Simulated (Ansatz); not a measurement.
## fcc Al (1 1 0) on polar orthorhombic HfO2 (1 1 0) (film strained to the substrate, started from cuts of the bulks and a machine-learned relaxation; slabs Hf16O32 and Al24, which can lie off the formulas)

A periodic stack without vacuum, fcc Al (1 1 0) on polar orthorhombic HfO2 (1 1 0) (film strained to the substrate, started from cuts of the bulks and a machine-learned relaxation; slabs Hf16O32 and Al24, which can lie off the formulas): substrate slab Hf16O32, film Al24, surface cells [[0, 1], [-1, 0]] and [[-1, 2], [-1, -1]], film strained by +3.0 and +4.7 %, outermost planes HfO/HfO and Al/Al as cut, which need not be the usual terminations and can put a slab off its formula.

The start was prepared with a machine-learned potential, and the result is one local minimum, with the in-plane cell held and forces under 0.04 eV/Å; the film can end far from its bulk form.

Method: PBE (plane waves to 420 eV, PAW; Ansatz, an electronic-structure program). Scalar-relativistic, without spin–orbit coupling; the runs are not spin-polarised; PBE gaps are too small against experiment. Its k-point mesh 4×5×1, Fermi–Dirac width 0.05 eV.

The interface area comes out as 37.4 Å² and the period comes out as 26.85 Å. The heights between the nearest atoms of the two slabs at the two interfaces comes out as 1.79 and 1.73 Å, the Al–Hf contacts across the interfaces within 1.22 times the sum of covalent radii is 11, mean 3.23 Å and the Al–O contacts across the interfaces within 1.22 times the sum of covalent radii is 4, mean 1.86 Å.

```yaml
crystal:
  lattice:
    - [7.32938, -0.00085, 0.02854]
    - [-0.00048, 5.09373, 0.27645]
    - [-2.94749, -0.63955, 26.83992]
  atoms:
    - { symbol: Hf, position: [0.14569, 0.32353, 0.10587] }
    - { symbol: Hf, position: [0.34894, 0.82820, 0.04937] }
    - { symbol: Hf, position: [0.82001, 0.82685, 0.05043] }
    - { symbol: Hf, position: [0.62053, 0.32199, 0.09967] }
    - { symbol: O, position: [0.21264, 0.20997, 0.03437] }
    - { symbol: O, position: [0.09098, 0.69001, 0.06555] }
    - { symbol: O, position: [0.79133, 0.65642, 0.11899] }
    - { symbol: O, position: [0.88780, 0.18430, 0.08206] }
    - { symbol: O, position: [0.58077, 0.59897, 0.04033] }
    - { symbol: O, position: [0.58053, 0.08208, 0.03424] }
    - { symbol: O, position: [0.38557, 0.05981, 0.11525] }
    - { symbol: O, position: [0.39765, 0.56249, 0.11576] }
    - { symbol: Hf, position: [0.67755, 0.29710, 0.24205] }
    - { symbol: Hf, position: [0.88358, 0.80873, 0.18601] }
    - { symbol: Hf, position: [0.36329, 0.80420, 0.18023] }
    - { symbol: Hf, position: [0.16094, 0.29772, 0.23866] }
    - { symbol: O, position: [0.72745, 0.16476, 0.17028] }
    - { symbol: O, position: [0.62152, 0.66399, 0.20380] }
    - { symbol: O, position: [0.31372, 0.65295, 0.25246] }
    - { symbol: O, position: [0.42109, 0.15981, 0.22018] }
    - { symbol: O, position: [0.12627, 0.55858, 0.17040] }
    - { symbol: O, position: [0.10990, 0.05853, 0.17419] }
    - { symbol: O, position: [0.91582, 0.04629, 0.25386] }
    - { symbol: O, position: [0.93459, 0.54649, 0.24893] }
    - { symbol: Hf, position: [0.20879, 0.27757, 0.37954] }
    - { symbol: Hf, position: [0.41191, 0.78348, 0.32101] }
    - { symbol: Hf, position: [0.89472, 0.78364, 0.31637] }
    - { symbol: Hf, position: [0.68799, 0.27485, 0.37377] }
    - { symbol: O, position: [0.26062, 0.14543, 0.30749] }
    - { symbol: O, position: [0.15078, 0.63946, 0.33911] }
    - { symbol: O, position: [0.84816, 0.62035, 0.38942] }
    - { symbol: O, position: [0.95266, 0.13108, 0.35753] }
    - { symbol: O, position: [0.65998, 0.53384, 0.30607] }
    - { symbol: O, position: [0.63907, 0.03264, 0.31130] }
    - { symbol: O, position: [0.44208, 0.02314, 0.39083] }
    - { symbol: O, position: [0.46632, 0.52435, 0.38372] }
    - { symbol: Hf, position: [0.74541, 0.27004, 0.51033] }
    - { symbol: Hf, position: [0.94643, 0.76698, 0.45636] }
    - { symbol: Hf, position: [0.42425, 0.77660, 0.45531] }
    - { symbol: Hf, position: [0.21850, 0.26474, 0.51129] }
    - { symbol: O, position: [0.78001, 0.10771, 0.44273] }
    - { symbol: O, position: [0.67540, 0.62468, 0.47691] }
    - { symbol: O, position: [0.35779, 0.61718, 0.52812] }
    - { symbol: O, position: [0.48054, 0.11631, 0.49779] }
    - { symbol: O, position: [0.20138, 0.51809, 0.44264] }
    - { symbol: O, position: [0.16717, 0.02197, 0.44779] }
    - { symbol: O, position: [0.98361, 0.00360, 0.52897] }
    - { symbol: O, position: [0.98616, 0.48840, 0.51100] }
    - { symbol: Al, position: [0.35968, 0.11977, 0.63716] }
    - { symbol: Al, position: [0.72303, 0.78197, 0.65055] }
    - { symbol: Al, position: [0.06300, 0.46064, 0.64487] }
    - { symbol: Al, position: [0.38902, 0.63613, 0.59553] }
    - { symbol: Al, position: [0.70073, 0.28698, 0.61347] }
    - { symbol: Al, position: [0.01462, 0.95426, 0.59775] }
    - { symbol: Al, position: [0.11628, 0.41855, 0.75505] }
    - { symbol: Al, position: [0.44698, 0.08587, 0.75102] }
    - { symbol: Al, position: [0.78066, 0.75258, 0.75411] }
    - { symbol: Al, position: [0.09694, 0.93547, 0.70443] }
    - { symbol: Al, position: [0.41927, 0.58822, 0.70172] }
    - { symbol: Al, position: [0.76781, 0.26266, 0.70963] }
    - { symbol: Al, position: [0.82908, 0.71754, 0.85643] }
    - { symbol: Al, position: [0.16808, 0.39068, 0.86116] }
    - { symbol: Al, position: [0.49104, 0.05767, 0.85639] }
    - { symbol: Al, position: [0.81232, 0.22902, 0.81174] }
    - { symbol: Al, position: [0.14322, 0.89903, 0.81038] }
    - { symbol: Al, position: [0.47445, 0.57000, 0.80688] }
    - { symbol: Al, position: [0.55014, 0.07923, 0.96162] }
    - { symbol: Al, position: [0.87781, 0.66956, 0.95353] }
    - { symbol: Al, position: [0.19539, 0.33402, 0.96987] }
    - { symbol: Al, position: [0.51928, 0.55239, 0.91318] }
    - { symbol: Al, position: [0.86997, 0.17888, 0.91536] }
    - { symbol: Al, position: [0.21514, 0.84807, 0.92594] }
```
